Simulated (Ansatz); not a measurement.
**Ca3P2 (model structure, started from the A-La2O3 type, P-3m1, No. 164, 5 atoms in the cell)**

All values below come from PBEsol (Ansatz, a quantum-chemistry and plane-wave program, plane waves, PAW).

Settings: plane-wave cutoff 520 eV, 12×12×6 k mesh (along the axes of the cell as run), Fermi–Dirac smearing 0.01 eV, scalar-relativistic PAW data made under PBE.

Cell (relaxed with PBEsol):

Space group P-3m1 (No. 164); a = 4.7037 Å, b = 4.7037 Å, c = 6.5802 Å, α = 90.00°, β = 90.00°, γ = 120.00°

```json
[
 {"atom": "P", "site": "2d", "symmetry": "3m.", "x": "0.3333", "y": "0.6667", "z": "0.2225"},
 {"atom": "Ca", "site": "1a", "symmetry": "-3m.", "x": "0.0000", "y": "0.0000", "z": "0.0000"},
 {"atom": "Ca", "site": "2d", "symmetry": "3m.", "x": "0.6667", "y": "0.3333", "z": "0.3288"}
]
```

| Quantity | Value |
|---|---|
| band gap | 0.87 eV (indirect) |
| smallest direct gap on the k points sampled | 1.64 eV |

Note: the relaxation could raise the start's symmetry but not lower it, so the cell can be a saddle point.

The computed numbers hold no vibrational or temperature effects.

It cost about 40 core-seconds (a rough figure) of CPU time.

A model structure was made by putting elements into a prototype or built by hand; it is no filed structure, need not be a known phase, and can be a saddle point held by its symmetry.
